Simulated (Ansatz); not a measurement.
GaAs under load (space group P6_3mc), r2SCAN with spin-orbit coupling, rigid bands (Ansatz, a first-principles code). Condition of this run: uniaxial stress along c of 4.8 GPa (compression positive) (the target of the relaxation). Band gap 0.60 eV, N_c = 2.53e18 cm⁻³ and N_v = 5.99e18 cm⁻³ at 300 K, conductivity masses along z (a = (4.01, 0.00, 0.00) Å; b = (-2.01, 3.47, 0.00) Å; c = (0.00, 0.00, 6.36) Å) of 0.988 mₑ (electrons) and 0.220 mₑ (holes). Take k_BT = 0.02585 eV.

Question: A film of it is 5 nm thick, with its normal along the direction named. Estimate the confinement energies in an infinite well.

Answer: ħ²π²/(2m t²) = 0.376 eV·nm²/(m/mₑ × t²) gives 15.2 meV for electrons and 68.4 meV for holes, so the gap would widen to about 0.68 eV. Finite barriers and nonparabolic bands lower this, and with several valleys or bands the heaviest mass along the normal sets the lowest level, not this average.

Question: Find the intrinsic carrier density and the intrinsic Fermi level.

Answer: n_i = √(N_c N_v) exp(−E_g/2k_BT) = 3.89e18 × exp(−11.60) = 3.6e13 cm⁻³. The level lies (k_BT/2) ln(N_v/N_c) = 11 meV from mid-gap (positive towards the conduction band). Each 0.1 eV added to the gap lowers n_i by a factor of 6.9.

Question: What thermal injection velocity √(2k_BT/πm) limits a ballistic channel along the direction named?

Answer: 5.41e6 cm/s for electrons and 1.15e7 cm/s for holes, a ratio of √(m_h/m_e) = 0.472, for dilute carriers.

Rigid bands with the computed gap; masses take one relaxation time for all states. Geometry: cell and atoms relaxed with PBEsol.
